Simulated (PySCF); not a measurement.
PySCF 2.14.0, WB97X/def2-svp: O=C[Si@@H]1C=CC1, 12 atoms. The geometry is a generated start, not checked to be a minimum at this level.

```
Quantity                                       Value
-------------------------------  -------------------
task                             energy and gradient
method                                         wb97x
basis                                       def2-svp
mol.max_memory                               7000 MB
mf.init_guess                        minao (default)
mf.DIIS                              CDIIS (default)
mf.diis_space                            8 (default)
mf.conv_tol                          1e-09 (default)
mf.grids.level                           3 (default)
basis functions (reference run)                  118
grid points (reference run)                   148584
```

```xyz
12

O      2.5963     0.2214    -1.5362
C      2.0519    -0.3033    -0.5742
Si     0.6165     0.5427     0.2285
C     -0.5169    -0.5522     1.2308
C     -1.5794    -0.4488     0.4007
C     -1.0218     0.4788    -0.6989
H      2.3719    -1.2677    -0.1517
H      0.8937     1.8202     0.9437
H     -0.3722    -1.0853     2.1668
H     -2.5774    -0.8937     0.4780
H     -0.9487     0.0355    -1.6971
H     -1.5139     1.4523    -0.7904
```
Charge 0, spin multiplicity 1.

The reference run uses exact four-centre integrals. Each setting ran once; only counts and results are compared.

Settings tried, all else as in the reference:
- density fitting of J alone, exact K
- density fitting
- density fitting, auxbasis = autoaux
- density fitting, auxbasis = def2-universal-jfit

### Question
Sort the settings: which keep to the reference within 1.0 meV/atom in energy, 10 meV/Å in forces (largest component), and which don't?

### Answer
Within it: density fitting, auxbasis = autoaux; density fitting; density fitting of J alone, exact K. Outside: density fitting, auxbasis = def2-universal-jfit.

```json
[
 {"setting": "density fitting, auxbasis = autoaux", "energy against the reference": "−0.11 meV/atom", "difference in forces (largest component)": "1.8 meV/Å"},
 {"setting": "density fitting", "energy against the reference": "−0.20 meV/atom", "difference in forces (largest component)": "1.3 meV/Å"},
 {"setting": "density fitting of J alone, exact K", "energy against the reference": "−0.30 meV/atom", "difference in forces (largest component)": "1.4 meV/Å"},
 {"setting": "density fitting, auxbasis = def2-universal-jfit", "energy against the reference": "+580 meV/atom", "difference in forces (largest component)": "520 meV/Å"}
]
```

Total energies are compared; such shifts often cancel in part in energy differences. def2-universal-jfit is made for Coulomb alone and misses functions that exchange needs. Also tried and not ranked: density fitting, auxbasis = def2-universal-jkfit (same energy as a listed run); COSX exchange (sgx_fit, pjs) with fitted J, mf.with_df.grids_level_i = 1, mf.with_df.grids_level_f = 1 (gradient came out as NaN); COSX exchange (sgx_fit, pjs) with fitted J, mf.with_df.grids_level_i = 1, mf.with_df.grids_level_f = 2 (default) (gradient came out as NaN); COSX exchange (sgx_fit, pjs) with fitted J, mf.with_df.grids_level_i = 1, mf.with_df.grids_level_f = 3 (gradient came out as NaN); COSX exchange (sgx_fit, pjs) with fitted J, mf.with_df.grids_level_i = 1, mf.with_df.grids_level_f = 4 (gradient came out as NaN). The tolerance is a choice made for this comparison.
